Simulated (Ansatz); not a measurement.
# Effect of uniaxial stress, 0.5 GPa tension along x on ZrN

Consider ZrN in the rock salt structure (space group Fm-3m, No. 225; a = 4.552 Å). Axes: x, y, z lie along the cube axes.

One thing is altered: uniaxial stress, 0.5 GPa tension along x, with the cell and atoms free to relax against it.

The values are results of Ansatz (an electronic-structure program) PBEsol, spin-orbit coupling left out, not measurements. Settings: 18×18×18 k-points, 0.05 eV Fermi–Dirac smearing.

| quantity | base | changed | shift |
|---|---|---|---|
| volume per atom | 11.79 Å³ | 11.80 Å³ | +0.01 Å³ |
| space group | Fm-3m (No. 225) | I4/mmm (No. 139) | – |
| shortest interatomic distance | 2.276 Å | 2.276 Å | 0.000 Å |
| energy relative to the base (free energy F) | 0 meV/atom | 0.0 meV/atom | 0.0 meV/atom |
| band gap | zero | zero | – |
| strain response (xx, yy, zz) (rough) | – | (+0.09, −0.02, −0.02) % | – |

Without a gap, meshes like the base's 18×18×18 leave anisotropic stresses uncertain by several tenths of a GPa, and small strain energies with them. Beyond what the load breaks, stability against distortions was not tested. All final runs are without spin polarisation. An odd electron count without spin: ZrN.
